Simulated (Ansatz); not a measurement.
GeSiO3 (model structure, started from the PbTiO3 type, P4mm, No. 99, 5 atoms in the cell) was calculated with HSE06 (Ansatz, a first-principles code, plane waves, PAW).

Run with plane-wave cutoff 460 eV, 6×6×6 k mesh, Fermi–Dirac smearing 0.01 eV, scalar-relativistic PAW data made under PBE.

Cell (relaxed with PBE-D3(BJ)):

```cif
data_GeO3Si
_chemical_formula_sum 'Si1 Ge1 O3'
_space_group_name_H-M_alt 'P4mm'
_space_group_IT_number 99
_space_group_name_Hall 'P 4 -2'
_cell_length_a 3.42231
_cell_length_b 3.42231
_cell_length_c 4.45572
_cell_angle_alpha 90.000
_cell_angle_beta 90.000
_cell_angle_gamma 90.000
loop_
_atom_site_label
_atom_site_type_symbol
_atom_site_symmetry_multiplicity
_atom_site_Wyckoff_symbol
_atom_site_fract_x
_atom_site_fract_y
_atom_site_fract_z
_atom_site_occupancy
Si1 Si 1 b 0.50000 0.50000 0.60443 1
Ge1 Ge 1 a 0.00000 0.00000 0.15210 1
O1 O 2 c 0.00000 0.50000 0.48308 1
O2 O 1 b 0.50000 0.50000 0.96752 1
```

**Question.** Predict the band gap, smallest direct gap on the k points sampled and Γ–Γ gap.

**Answer.** 
* **band gap**: 2.97 eV (on the SCF k mesh) (indirect)
* **smallest direct gap on the k points sampled**: 3.54 eV
* **Γ–Γ gap**: 6.38 eV

Note: the relaxation could raise the start's symmetry but not lower it, so the cell can be a saddle point; cell and atoms aren't relaxed at this level (largest force component 0.49 eV/Å, pressure -4.0 GPa).

Spin–orbit coupling is not included.

The computed numbers hold no vibrational or temperature effects.

A model structure was made by putting elements into a prototype or built by hand; it is no filed structure, need not be a known phase, and can be a saddle point held by its symmetry.
